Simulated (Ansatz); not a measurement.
Start from MgTe in the zinc blende structure (space group F-43m, No. 216; a = 6.439 Å). Axes: x, y, z lie along the cube axes.

All numbers come from plane-wave PAW DFT at the PBEsol level (Ansatz, a quantum-chemistry and plane-wave program, 420 eV), no spin-orbit coupling.

Strains are applied to the cell and any free atomic positions relax.

One change was made to it. Results:

| quantity | base | after |
|---|---|---|
| valence-band top at Γ (three highest levels, from the VBM) | 0.00, 0.00, 0.00 eV | 0.00, -0.07, -0.14 eV |
| band gap | 2.35 eV | 2.27 eV |
| energy relative to the base (free energy F) | 0 meV/atom | +0.9 meV/atom |

Task: What was done to the base?
(A) tensor shear ε_xy = +0.29 %
(B) tensor shear ε_xy = +1.14 %
(C) tensor shear ε_xy = +2.00 %

Result: B, tensor shear ε_xy = +1.14 %. For comparison, the band gap in the other runs: tensor shear ε_xy = +2.00 % gives 2.20 eV; tensor shear ε_xy = +0.29 % gives 2.33 eV.

Spin-orbit coupling, missing from the scalar runs, can matter with Te. Whether these cells are dynamically stable was not tested.
